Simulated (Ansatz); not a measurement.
L1₂ (Cu3Au-type) Al3Sc: properties by level of theory

Reference values: lattice constant a 4.103 Å (measured, room temperature, no zero-point or thermal correction; as tabulated in A Combined Experimental and First-Principles Based Assessment of …); bulk modulus 91.5 ± 1 GPa (measured, 298 K, no zero-point or thermal correction, polycrystal; as tabulated in A Combined Experimental and First-Principles Based Assessment of …); formation enthalpy -0.451 ± 0.02 eV/atom (measured, 298 K, copied from a table, unchecked, no zero-point or thermal correction; as tabulated in Wang et al. (2021), doi:10.1038/s41598-021-94550-5).

```
level (code)                   lattice constant a (Å)  bulk modulus B0 (GPa)  enthalpy of formation (eV/atom)
-----------------------------  ----------------------  ---------------------  -------------------------------
LDA (Ansatz)                                    4.032                   96.4                           -0.498
PBE-D3(BJ) (Ansatz)                             4.049                   94.3                           -0.478
PBEsol-D3(BJ) (Ansatz)                          4.019                   99.5                           -0.498
rVV10 (Ansatz)                                  4.095                   88.4                           -0.451
B3LYP (VWN-RPA form) (Ansatz)                   4.117                   84.9                           -0.532
HSE06 (Ansatz)                                  4.093                   91.7                           -0.494
```

Differences from the reference values (errors of the level alone only where the reference is corrected to a static lattice):

```tsv
level	lattice constant a (%)	bulk modulus (%)	formation enthalpy (eV/atom)
LDA	-1.73	+5.4	-0.047
PBE-D3(BJ)	-1.32	+3.1	-0.027
PBEsol-D3(BJ)	-2.05	+8.7	-0.047
rVV10	-0.19	-3.4	0.000
B3LYP (VWN-RPA form)	+0.34	-7.2	-0.081
HSE06	-0.24	+0.2	-0.043
```

Nearest: lattice constant a, not ranked (reference at room or unstated temperature); bulk modulus, not ranked (reference at room or unstated temperature); formation enthalpy, not ranked (one source).

Caveats: exact exchange on metals is sensitive to the k mesh and can open a false gap (HSE06); the run warned that the count of filled bands differs between k points (HSE06). Ansatz's density-functional and Hartree–Fock values are scalar-relativistic unless marked +SOC, with PAW data made under PBE.

The crystal itself was run without spin with LDA, PBE-D3(BJ), PBEsol-D3(BJ), rVV10, B3LYP (VWN-RPA form), HSE06; a magnetic state was not tried in these runs.

Differences are worked out from the printed values.

Computed values are for the static lattice.

Ansatz is a first-principles code.
